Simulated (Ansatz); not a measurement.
# Response to strain in Sr

Take Sr in the fcc (Cu type) structure (space group Fm-3m, No. 225; a = 6.0289 Å) as the base.

Strains are applied to the cell and any free atomic positions relax.

All numbers come from PBE/PAW in Ansatz (an electronic-structure program), spin-orbit coupling left out, earlier PAW set.

Candidates:
(a) isotropic strain +3.93 %
(b) isotropic strain −4.41 %
(c) isotropic strain −4.65 %
(d) isotropic strain +0.65 %

Notes on the quantities. energy relative to the base: free energy F.

### Question
Order them by energy relative to the base, highest first.

### Answer
(c) isotropic strain −4.65 % (+44 meV/atom), (b) isotropic strain −4.41 % (+39 meV/atom), (a) isotropic strain +3.93 % (+25 meV/atom), (d) isotropic strain +0.65 % (+0.7 meV/atom)

Whether these cells are dynamically stable was not tested.
